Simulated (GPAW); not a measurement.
Worked example: self-consistent single point of AlCr₂C (P6_3/mmc, 8 atoms in the cell) in GPAW.

Level of theory: vdW-DF2, LCAO dzp, GPAW PAW datasets PBE (gpaw-data 1.0.1) (GPAW).

```
CELL_PARAMETERS angstrom
      2.80900     0.00000     0.00000
     -1.40450     2.43266     0.00000
      0.00000     0.00000    12.52954
ATOMIC_POSITIONS crystal
  Al 0.66667 0.33333 0.25000
  Al 0.33333 0.66667 0.75000
  Cr 0.33333 0.66667 0.41494
  Cr 0.66667 0.33333 0.58506
  Cr 0.66667 0.33333 0.91494
  Cr 0.33333 0.66667 0.08506
  C  0.00000 0.00000 0.50000
  C  0.00000 0.00000 0.00000
```

Reference input (self-consistent single point, DFT PBE, LCAO dzp, GPAW PAW datasets PBE (gpaw-data 1.0.1)): mode = lcao; h = 0.2 Å; basis = dzp; xc = PBE; kpts = 7 7 2; mesh shift (steps) = 0 0 0; occupations.name = methfessel-paxton; occupations.width = 0.136 eV; occupations.order = 1; convergence.density = 1e-05 e/electron; symmetry.symmorphic = false; symmetry.tolerance = 0.0005. This run's input differs from it in these lines:

```diff
@@ -20,3 +20,3 @@
             basis='dzp',
-            xc='PBE',
+            xc={'name': 'vdW-DF2', 'backend': 'libvdwxc'},
             kpts={'size': (7, 7, 2), 'gamma': True},
```

Output, abridged:

```
     iter     time        total  log10-change:
                         energy   eigst   dens
iter:   1 --:--:--  -333.038704        c
iter:   2 --:--:--  -327.237855        c -0.74
iter:   3 --:--:--  -318.535934        c -0.84
iter:   4 --:--:--  -318.311322        c -1.28
iter:   5 --:--:--  -317.887054        c -1.32
iter:   6 --:--:--  -317.564277        c -1.44
iter:   7 --:--:--  -317.499294        c -1.75
iter:   8 --:--:--  -317.489228        c -2.06
iter:   9 --:--:--  -317.475478        c -2.17
iter:  10 --:--:--  -317.475422c       c -3.09
iter:  11 --:--:--  -317.475370c       c -3.16
iter:  12 --:--:--  -317.475353c       c -3.39
iter:  13 --:--:--  -317.475353c       c -3.98
iter:  14 --:--:--  -317.475355c       c -4.02
iter:  15 --:--:--  -317.475358c       c -4.11
iter:  16 --:--:--  -317.475358c       c -4.89
iter:  17 --:--:--  -317.475357c       c -4.93
iter:  18 --:--:--  -317.475357c       c -5.23c
Converged after 18 iterations.

Dipole moment: (-0.532276, -0.921927, -4.010898) |e|*Ang

Energy contributions relative to reference atoms: (reference = -129591.612560)

Kinetic:        +11.996619
Potential:      -21.196151
External:        +0.000000
XC:            -309.174286
Entropy (-ST):   +0.004910
Local:           +0.895187
SIC:             +0.000000
--------------------------
Free energy:   -317.473721
Extrapolated:  -317.475357

Non-local vdW-DF2 correlation energy: 1.213769
Semilocal GGA_X_RPW86+LDA_C_PW energy: -347.687551
(Not including atomic contributions)
Showing only first 2 kpts
 Kpt  Band  Eigenvalues  Occupancy
  0    17      9.53451    2.00000
  0    18     10.30467    2.01162
  0    19     10.30539    2.01183
  0    20     10.33897    2.02567

  1    17      9.52763    2.00000
  1    18     10.32132    2.01745
   [... lines left out ...]

Fermi level: 10.58960

No gap
No difference between direct/indirect transitions
Energy (eV): -317.475357

Forces in eV/Ang:
  0 Al    0.00000    0.00000   -0.00000
  1 Al   -0.00000   -0.00000    0.00000
  2 Cr   -0.00000    0.00000   -1.57743
  3 Cr    0.00000    0.00000    1.57743
  4 Cr    0.00000   -0.00000   -1.57743
  5 Cr   -0.00000    0.00000    1.57743
  6 C    -0.00000    0.00000    0.00000
  7 C    -0.00000   -0.00000    0.00000
```

The run converged in 18 iterations. Against the reference run the largest force goes from 0.830 to 1.577 eV/Å.

The starting cell comes from a database of computed structures (which also holds hypothetical and non-ambient phases and stackings), without a prior relaxation at this level. Its lattice was rescaled by a random factor within 2.5 % of one. Spin polarisation is off. Values carry the incompleteness of an atom-centred basis. Forces in this geometry exceed 1 eV/Å.

Cost on one core of a shared machine: roughly 5 min.
